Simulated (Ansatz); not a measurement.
# Migration barriers: interstitial Cu in amorphous Hf10Si10O40 (a melt-quenched model of 60 atoms), charge state +1

Defect migration in amorphous Hf10Si10O40 (a melt-quenched model of 60 atoms): interstitial Cu, charge state +1. Level of theory: PBE, PAW (plane waves to 420 eV; Ansatz, a program for electronic structure).

Cell of 60 host sites held at the glass model's own volume; the Γ point alone; Fermi-Dirac width 0.01 eV, spin-restricted; finite-size errors left in. Static, classical nuclei. Spin-orbit coupling is left out. This is one neighbourhood of one small, fast-quenched model, and the added charge may sit on a native defect of the glass. The charge state is imposed; whether it is stable for some Fermi level was not computed. Sites that were not tried may lie lower.

Barriers: single points on a 2×2×2 k-point mesh shifted by half a step at the bands' geometries.

```
Route                           Start site over the lowest site run (eV)  Hop (Å)  Forward barrier (eV)  Backward barrier (eV)  Neighbours at the start                                              Neighbours at the saddle  Saddle order  Forward, on the band's own sampling (eV)
------------------------------  ----------------------------------------  -------  --------------------  ---------------------  -----------------------  --------------------------------------------------------------------  ------------  ----------------------------------------
Cu moves alone to another site                                      0.00     3.47                  1.10                   0.50   O at 1.89, O at 1.95 Å  O at 2.01, O at 2.05, O at 2.28, O at 2.30; Si at 2.54, Si at 2.59 Å   not checked                                      1.09
```

Paths come from nudged elastic bands with a climbing image.  

The whole set of runs took very roughly 0.5 core-hours.
